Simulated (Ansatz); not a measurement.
## Zone-centre phonon calculation of Na2Au (I4/mcm, 6 atoms in the cell) at several settings

```xyz
6
Lattice="-3.7085 3.7085 2.7610 3.7085 -3.7085 2.7610 3.7085 3.7085 -2.7610" Properties=species:S:1:pos:R:3 pbc="T T T"
Au     0.0000     0.0000     1.3805
Au     0.0000     0.0000     4.1415
Na     1.1719     4.8804     0.0000
Na     2.5366     1.1719     0.0000
Na     2.5366    -1.1719     2.7610
Na     1.1719     2.5366     2.7610
```

Base: PBEsol, default PAW files made with PBE (Ansatz, a first-principles code). Its settings: kpoints.mp_grid.grid = 8 8 8; hamiltonian.xc = pbesol; hamiltonian.pseudopotentials = {kind: paw} (the program's default PAW files); scf.occupations.method = fermi_dirac; scf.occupations.width = 0.1 eV. Starting volume 25.31 Å³ per atom.

Each line gives the change from the base single point and the result:

- hamiltonian.xc: pbesol → lda; phonons.method: default → dfpt [DFT, LDA (PW92), plane waves, default PAW files made with PBE]: zone-centre frequencies (cm⁻¹; negative means imaginary) 0, 0, 0, 65, 65, 73, 85, 85, 94, 123, 124, 135, 135, 142, 143, 143, 151, 152.
- hamiltonian.xc: pbesol → lda; scf.convergence.dr2_threshold: default (1e-07 eV) → 0.0001 eV; phonons.method: default → dfpt [DFT, LDA (PW92), plane waves, default PAW files made with PBE]: zone-centre frequencies (cm⁻¹; negative means imaginary) 0, 0, 0, 65, 65, 73, 85, 85, 94, 123, 124, 135, 135, 142, 143, 143, 151, 152.
- kpoints.mp_grid.grid: 8 8 8 → 5 5 5; hamiltonian.xc: pbesol → lda; phonons.method: default → dfpt [DFT, LDA (PW92), plane waves, default PAW files made with PBE]: zone-centre frequencies (cm⁻¹; negative means imaginary) 0, 0, 0, 68, 68, 73, 85, 85, 94, 123, 124, 135, 135, 143, 143, 143, 150, 154.

The starting cell comes from a database of published, mostly measured structures (it also holds non-ambient and calculated ones), without a prior relaxation at this level.

Frequencies and response belong to this unrelaxed cell, and polar modes hold no LO-TO splitting.

Keys are those of Ansatz 0.2.
